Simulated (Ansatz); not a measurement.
**Effect of electrons 2.0×10^21 cm⁻³ on ZnSnP2**

The parent structure is ZnSnP$_{2}$ in the chalcopyrite structure (space group I-42d, No. 122; a = 5.622 Å, c = 11.281 Å).

Now apply this change: 0.357 electrons added to each cell, a density of 2.0×10^21 cm⁻³, with a uniform compensating background at fixed cell and a 300 K Fermi–Dirac width.

Computed with Ansatz (a quantum-chemistry and plane-wave program), PBEsol, PAW, cutoff 420 eV, scalar-relativistic without spin-orbit coupling. Settings: 12×12×12 k-points, 0.0259 eV Fermi–Dirac smearing.

```json
[
 {"quantity": "gap between the host's bands", "base": "0.80 eV", "changed": "0.76 eV", "shift": "-0.04 eV"},
 {"quantity": "gap character", "base": "direct at Γ", "changed": "direct at Γ", "shift": "–"},
 {"quantity": "largest internal atomic displacement", "base": "–", "changed": "0.014 Å", "shift": "–"},
 {"quantity": "Fermi level relative to the doped band's edge (positive inside the band; to 0.05 eV)", "base": "–", "changed": "+0.55 eV", "shift": "–"}
]
```

Final structure:

```xyz
8
Lattice="-2.8109 2.8109 5.6407 2.8109 -2.8109 5.6407 2.8109 2.8109 -5.6407" Properties=species:S:1:pos:R:3 pbc="T T T"
Zn     0.0000     2.8109     2.8204
Zn     0.0000     0.0000     0.0000
Sn     2.8109     0.0000     2.8204
Sn     0.0000     0.0000     5.6407
P      1.4054     1.2542    -1.4102
P      1.4054     1.5567     4.2306
P      1.5567    -1.4054     7.0509
P      1.2542     4.2163     1.4102
```
Cell charge -0.356537.

Carriers are added with a uniform compensating background; total energy and stress of such cells depend on the potential's zero and are not compared; many-body gap narrowing is missing at this level. Whether these cells are dynamically stable was not tested.
